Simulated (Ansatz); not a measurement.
We consider SiO2 (model structure, started from the tetragonal ZrO2 type, P4₂/nmc, No. 137, 6 atoms in the cell), described by PBE0 (plane waves, PAW; Ansatz, a program for electronic structure).

Settings: plane-wave cutoff 460 eV, 8×8×4 k mesh (along the axes of the cell as run), Fermi–Dirac smearing 0.01 eV, scalar-relativistic PAW data made under PBE.

Cell (relaxed with PBEsol):

```xyz
6
Lattice="2.8209 0.0000 0.0000 0.0000 2.8209 0.0000 0.0000 0.0000 8.6281" Properties=species:S:1:pos:R:3 pbc="T T T"
Si     0.0000     0.0000     0.0000
Si     1.4105     1.4105     4.3141
O      0.0000     1.4105     0.8541
O      0.0000     1.4105     5.1681
O      1.4105     0.0000     3.4600
O      1.4105     0.0000     7.7740
```

Question: Estimate the band gap and smallest direct gap on the k points sampled that the calculation returns.

Answer: 
- band gap = 7.81 eV (indirect)
- smallest direct gap on the k points sampled = 8.14 eV

Note: the relaxation could raise the start's symmetry but not lower it, so the cell can be a saddle point; cell and atoms aren't relaxed at this level (largest force component 0.45 eV/Å, pressure -2.8 GPa).

The computed numbers hold no vibrational or temperature effects.

It cost around 7 core-minutes (rough) of CPU time.

A model structure was made by putting elements into a prototype or built by hand; it is no filed structure, need not be a known phase, and can be a saddle point held by its symmetry.
